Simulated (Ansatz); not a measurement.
**Fluorite AuAl2**

Computed with LDA (PAW; Ansatz, an electronic-structure program).

Run with plane-wave cutoff 520 eV, 12×12×12 k mesh, Fermi–Dirac smearing 0.1 eV, perturbation theory, force constants from a 4×4×4 q mesh, scalar-relativistic PAW data made under PBE.

Cell: relaxed at this level.

```
Property                   Value
-----------------  -------------
zero-point energy  0.038 eV/atom
```

Spin–orbit coupling is not included; it can shift volumes and moduli of such heavy elements.

It cost very roughly 27 core-minutes of CPU time.
